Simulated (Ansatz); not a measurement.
Consider Cu$_{3}$N (space group Pm-3m, No. 221; a = 3.7649 Å).

Calculations: PBEsol (Ansatz, a program for electronic structure, PAW, no spin-orbit coupling).

For the base:

Lattice parameter a: 3.765 Å

Now apply this change: cell and atoms relaxed at a pressure of 15 GPa.

### Question
Predict the new lattice parameter a.

### Answer
The lattice parameter a drops by 0.112 Å, from 3.765 Å to 3.653 Å.

Load acts through the strain it causes; cell and atoms are relaxed under it. Stability against distortions was not tested. Competing high-pressure phases were not computed. All final runs are without spin polarisation.
